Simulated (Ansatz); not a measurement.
A self-consistent single point of a (100) slab of LaO2 (cut from a parent of space group no. 11; 12 atoms in the cell) with Ansatz (a quantum-chemistry and plane-wave program).

Computed with PBEsol, default PAW files made with PBE (plane waves; Ansatz).

```xyz
12
Lattice="3.9459 0.0000 0.0000 0.0000 6.3829 0.0000 0.0000 0.0000 21.0372" Properties=species:S:1:pos:R:3 pbc="T T T"
La     2.9594     5.5639     9.6876
La     0.9865     3.4722     7.0945
O      2.9594     1.8609     7.0000
O      0.9865     0.7923     9.7821
O      2.9594     4.8975     7.3503
O      0.9865     4.1386     9.4318
La     2.9594     4.8180    13.9427
La     0.9865     2.7263    11.3497
O      2.9594     1.1150    11.2551
O      0.9865     0.0463    14.0372
O      2.9594     4.1515    11.6055
O      0.9865     3.3927    13.6869
```

Reference input (self-consistent single point, DFT, PBEsol, plane waves, default PAW files made with PBE): basis.ecutwfc = 420 eV; kpoints.mp_grid.grid = 5 3 1; hamiltonian.xc = pbesol; hamiltonian.pseudopotentials = {kind: paw} (the program's default PAW files); scf.occupations.method = gaussian; scf.occupations.width = 0.1 eV. This run's input differs from it in these lines:

Ansatz 0.2 input:
```diff
@@ -19,3 +19,3 @@
 basis:
-  ecutwfc: 420.0
+  ecutwfc: 840.0
 kpoints:
```

Log, with long lists cut:

```
SCF iter   1: F=—  HF=-29137.659975 eV  |F-HF|=—  |Δ(HF+E_count)|=         —  Δρ=1.34e-2  dr2=1.57e0  ethr=1.77e-3  ⟨swp⟩=6.5  Hψ=1611  notcnv=0
all-band conjugate gradients solve this SCF's bands
preconditioner: auto → LDOS
SCF iter   2: F=—  HF=-29137.569584 eV  |F-HF|=—  |Δ(HF+E_count)|=   9.04e-2  Δρ=8.88e-3  dr2=3.19e-1  ethr=1.71e-3  ⟨swp⟩=2.5  Hψ=493  notcnv=0
   [... lines left out ...]
SCF iter  10: F=—  HF=-29137.552871 eV  |F-HF|=—  |Δ(HF+E_count)|=   1.05e-5  Δρ=5.49e-5  dr2=2.41e-5  ethr=1.59e-7  ⟨swp⟩=1.7  Hψ=345  notcnv=0  defer=5
SCF iter  11: F=—  HF=-29137.552746 eV  |F-HF|=—  |Δ(HF+E_count)|=   1.25e-4  Δρ=4.12e-5  dr2=5.15e-6  ethr=2.62e-8  ⟨swp⟩=2.2  Hψ=550  notcnv=0  defer=16
SCF iter  12: F=—  HF=-29137.552745 eV  |F-HF|=—  |Δ(HF+E_count)|=   6.95e-7  Δρ=1.15e-5  dr2=6.11e-7  ethr=5.60e-9  ⟨swp⟩=1.2  Hψ=333  notcnv=0  defer=16
SCF iter  13: F=-29137.552746 eV  HF=-29137.552745 eV  |F-HF|=9.44e-8  |Δ(HF+E_count)|=   3.08e-7  Δρ=2.81e-6  dr2=5.98e-8  ethr=1.09e-10  ⟨swp⟩=12.8  Hψ=2086  notcnv=0
SCF 1 converged in 13 iterations: F = -29137.552746 eV  dr2 = 5.98e-8
Free energy (F): -29137.552746 eV
Internal energy: -29137.421644 eV  (E = F + TS)
E sigma→0 (E₀):  -29137.487195 eV
Entropy (-TS):   -0.131102 eV (-10.925 meV/atom)
Fermi energy:    -0.420372 eV
--- Forces (eV/Å), atoms counted from 1 ---
  atom   1  La     0.00000000     0.63218641    -0.20759020
  atom   2  La     0.00000000    -0.42392712     1.73658259
  atom   3  O      0.00000000     1.75716802     0.03120846
  atom   4  O      0.00000000     0.15639099     0.58611090
  atom   5  O      0.00000000    -1.25997197    -0.27632194
  atom   6  O      0.00000000    -0.24223743    -0.66054171
  atom   7  La     0.00000000     0.42392712    -1.73658259
  atom   8  La     0.00000000    -0.63218641     0.20759020
   [... lines left out ...]
  atom  12  O      0.00000000     1.25997197     0.27632194
--- Stress (GPa, compression-positive) ---
       -4.780659       0.000000       0.000000
        0.000000      -4.637299      -0.675208
        0.000000      -0.675207      -2.855560
  P = ⅓ Tr σ = -4.0912 GPa (-40.912 kbar)
  The stress holds the Pulay correction. Without it, at fixed plane waves, as pw.x and ABINIT print it: P = -4.0956 GPa
```

The run converged in 13 iterations. Against the reference run the free energy goes down by 4.6 meV/atom and the largest force stays at 1.788 eV/Å.

The starting cell comes from a database of computed structures (which also holds hypothetical and non-ambient phases and stackings), without a prior relaxation at this level. The slab is cut from that crystal, and its faces are unrelaxed. Its lattice was rescaled by up to half a per cent. Spin polarisation is off, though cut faces can carry moments; the slab shows no gap. Forces in this geometry exceed 1 eV/Å.

Cost on one core of a shared machine: roughly 50 s.
